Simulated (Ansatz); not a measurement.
# fcc Cu: the defect Ru on the Cu site (Ru_Cu)

The numbers are results of PBE, PAW (plane waves to 420 eV; Ansatz, a program for electronic structure), not measurements. Details: 32-site cell; 6×6×6 shifted k-points; start: the Cu site; no Hubbard U; not converged in cell size; the relaxation kept the symmetry of the starting site.

Neighbours after relaxation, in Å: of the Ru atom: Cu 2.59, Cu 2.59, Cu 2.59, Cu 2.59, Cu 2.59, Cu 2.59, Cu 2.59, Cu 2.59 (the shell may go on).

Formation energies E_f are those of the neutral cell. Chemical conditions: host crystal and elements as references (Δμ(Cu) = 0.00 eV, Δμ(Ru) = 0.00 eV; Ru taken from its element, since no compound that bounds it was computed at this level; only phases computed here count, gases as isolated molecules at 0 K). Reference phases: Cu: fcc Cu, Ru: hcp Ru.

| charge | moment (μB) | point group | largest move off a lattice site (Å) | E_f, host crystal and elements as references (eV) |
|---|---|---|---|---|
| 0 | not spin-polarised | Oh | 0.02 | 0.99 |

Point groups are those of the whole cell at tolerances of 0.03 and 0.1 Å ("near" where only the looser one holds); none is given for unsettled states.

All states together cost about 3 core-minutes (a rough figure).
